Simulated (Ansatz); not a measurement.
The parent structure is CdGeAs₂ in the chalcopyrite structure (space group I-42d, No. 122; a = 5.942 Å, c = 11.312 Å). Axes: x, y, z lie along a, b, c of the conventional cell.

Level of theory: Kohn–Sham DFT with the PBEsol functional, run in Ansatz (a first-principles code) with PAW and 420 eV plane waves, no spin-orbit coupling.

Before the change:

- Pressure = 0.00 GPa

One thing is altered: uniaxial strain ε_zz = +0.75 %, all other strain components held at zero, atoms relaxed at fixed cell.

**Question.** How does this affect the pressure?

**Answer.** The pressure (mean of the normal stresses, compression positive) goes from zero to -0.43 GPa.

**Question.** What does the calculation give for the energy relative to the base after the change?

**Answer.** The energy increases by 0.3 meV/atom.

No phonon test of stability was made.
